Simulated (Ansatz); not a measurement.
Functionals compared on a constructed model of the (111) surface of fcc Au, a pseudomorphic layer of W in the host's stacking (bottom of the slab: a bare face, its two planes held), in Ansatz (plane waves, PAW). The structure was relaxed with PBE; the other rows are single points on it. Cutoff 420 eV (500 eV for r2SCAN).

Slab: 7 atoms, 14.6 Å thick at the start; k 15x15x1, smearing 0.1 eV, dipole-corrected; 2 atoms held, the rest relaxed; held to the start's symmetry, so lower structures may exist; no spin, no spin-orbit, no U. It is one candidate, not shown to be the stable structure of the face. These notes are the PBE run's.

| functional | work function of the top face (eV) | rough cost of the single point |
|---|---|---|
| PBE | 5.50 | – |
| RPBE | 5.38 | around 50 core-seconds (rough) |
| r2SCAN | ? | roughly 100 core-seconds |

Fill in the missing entries.


- r2SCAN, work function of the top face (eV): 5.61

Ansatz is a quantum-chemistry and plane-wave program.
